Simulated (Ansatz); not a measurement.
Corundum In2O3 (high-pressure phase)

Method: r²SCAN+rVV10 in Ansatz (plane waves, PAW).

Settings: plane-wave cutoff 560 eV, 8×8×8 k mesh, Fermi–Dirac smearing 0.01 eV, scalar-relativistic PAW data made under PBE.

Cell (relaxed at this level):

```xyz
10
Lattice="2.7493 1.5873 4.8298 -2.7493 1.5873 4.8298 0.0000 -3.1746 4.8298" Properties=species:S:1:pos:R:3 pbc="T T T"
In     0.0000     0.0000     5.1786
In     0.0000     0.0000     2.0662
In     0.0000     0.0000     9.3109
In     0.0000     0.0000    12.4234
O     -1.1199     1.5873     8.4522
O     -0.8147    -1.7635     8.4522
O      1.9346     0.1763     8.4522
O      1.1199    -1.5873     6.0373
O      0.8147     1.7635     6.0373
O     -1.9346    -0.1763     6.0373
```

```json
{
  "band_gap": "1.82 eV (on the SCF k mesh)"
}
```

Spin–orbit coupling is not included.

Static lattice: no zero-point or thermal effects.

Cost on a shared machine: very roughly 8 core-minutes.

Ansatz is an electronic-structure program.
